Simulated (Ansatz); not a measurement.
fcc Yb, treated with PBEsol+SOC in Ansatz (PAW).

Settings: plane-wave cutoff 520 eV, 18×18×18 k mesh, Fermi–Dirac smearing 0.05 eV, PAW data made under PBE.

Computed at the level's own relaxed cell.

### Question
Estimate the volume per atom, bulk modulus B0, lattice constant a and pressure derivative B′ of the bulk modulus that the calculation returns.

### Answer

volume per atom: 31.17 Å³/atom
bulk modulus B0: 23.3 GPa
lattice constant a: 4.995 Å
pressure derivative B′ of the bulk modulus: 4.0

The run finds no gap.

Measured, for comparison: equilibrium volume per atom 41.24 Å³/atom, lattice constant a 5.485 Å (293 K, no zero-point or thermal correction; as tabulated in Wikipedia's data pages); bulk modulus 16.3 GPa (temperature not stated, no zero-point or thermal correction; as tabulated in doi:10.1007/BF02743909 (ytterbium under pressure), abstract). Computed (rounded) less measured: equilibrium volume per atom -24.4 %, bulk modulus +43 %, lattice constant a -8.9 %.

Static lattice: no zero-point or thermal effects.

Ansatz is a quantum-chemistry and plane-wave program.
